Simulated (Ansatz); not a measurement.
A relaxation of cell and atoms of Sr (Fm-3m, 1 atom in the cell) with Ansatz (an electronic-structure program).

Computed with PBE (plane waves, PAW; Ansatz).

The change in words: atoms on their sites; basis.ecutwfc: 420 eV → 355 eV; relax: default → cell and atoms. Reference geometry:
```
Sr
1.0
    0.00000     3.03088     3.03088
    3.03088     0.00000     3.03088
    3.03088     3.03088     0.00000
Sr
1
Cartesian
  0.00000   0.00000   0.00000
```

Reference input (self-consistent single point, DFT, PBE, plane waves, default PAW files): basis.ecutwfc = 420 eV; kpoints.mp_grid.grid = 9 9 9; hamiltonian.xc = pbe; hamiltonian.pseudopotentials = {kind: paw} (the program's default PAW files); scf.occupations.method = fermi_dirac; scf.occupations.width = 0.1 eV. This run's input differs from it in these lines:

Ansatz 0.2 input:
```diff
@@ -9,3 +9,3 @@
 basis:
-  ecutwfc: 420.0
+  ecutwfc: 355.0
 kpoints:
@@ -21,2 +21,4 @@
     width: 0.1
+relax:
+  cell: {}
 output:
```

Output (repeated stretches shortened):

```
   [... SCF lines of the steps left out ...]
relax step   1: F+E_penalty+E_count = -3544.24063073 eV  Δ(F+E_penalty+E_count) = +0.000e0 eV  max|allowed force component| = 0.000e0 eV/Å  Δτ_max = 0.0000 Å  P = -0.129 GPa  Ω = 55.685 Å³  (6 SCF iters, dr2 threshold 1.00e-7 eV, accepted)
relax step   2: F+E_penalty+E_count = -3544.24077391 eV  Δ(F+E_penalty+E_count) = -1.432e-4 eV  max|allowed force component| = 0.000e0 eV/Å  Δτ_max = 0.0000 Å  P = -0.088 GPa  Ω = 55.485 Å³  energy of the carried Pulay correction = +7.810e-6 eV  (3 [...]
relax step   3: F+E_penalty+E_count = -3544.24090525 eV  Δ(F+E_penalty+E_count) = -1.313e-4 eV  max|allowed force component| = 0.000e0 eV/Å  Δτ_max = 0.0000 Å  P = +0.001 GPa  Ω = 55.063 Å³  energy of the carried Pulay correction = +2.437e-5 eV  (3 [...]
relax step   4: F+E_penalty+E_count = -3544.24088166 eV  Δ(F+E_penalty+E_count) = +2.359e-5 eV  max|allowed force component| = 0.000e0 eV/Å  Δτ_max = 0.0000 Å  P = +0.001 GPa  Ω = 55.063 Å³  stress off target by 7.65e-4 GPa  SCF on the basis [...]
basis re-selected at this cell: Δ(F+E_penalty+E_count) = +2.359e-5 eV, ΔP = -0.000 GPa vs the last step
Stability not checked: this state was not tested for a lower state beside it, because too few of the mixer's solves of this state at the end of the SCF gave a …
Free energy (F): -3544.240882 eV
Internal energy: -3544.195598 eV  (E = F + TS)
E sigma→0 (E₀):  -3544.218240 eV
Entropy (-TS):   -0.045283 eV (-45.283 meV/atom)
Fermi energy:    5.043392 eV
--- Forces (eV/Å), atoms counted from 1 ---
  atom   1  Sr     0.00000000    -0.00000000    -0.00000000
   [... lines left out ...]
to start a new deck from the relaxed geometry:
  cell:  # Å, volume = 55.0629 Å³
    - [2.388455640419808e-34, 3.019554901185395, 3.019554901185395]
    - [3.019554901185395, 1.8470723619246517e-34, 3.019554901185395]
    - [3.019554901185395, 3.019554901185395, -3.503068272615718e-35]
  atoms:
    - { symbol: Sr, position: [0.0, 0.0, 0.0] }
```

The run converged.  The full log also holds: “iter 5 did not close the SCF: its close was put off for the readings that it lacked (scf_convergence_deferred on its scf_iter line)”.

Summary of the result:
| Item | Result |
|---|---|
| Free energy E − TS (on the zero of these files) | -3544.2409 eV |
| Pressure | 0.00 GPa |
| Final cell | a = b = c = 4.2703 Å, α = β = γ = 60.00° |
| Final volume per atom | 55.06 Å³ |
| Relaxation steps | 4 |

The starting cell has typed, rounded lattice constants, without a prior relaxation at this level. Its lattice was rescaled by up to half a per cent. The relaxation keeps the symmetry of its start, so its end need not be a minimum. Ansatz's pressure includes its estimate of the finite-basis (Pulay) stress. The cutoff lies below the one recommended for these files.
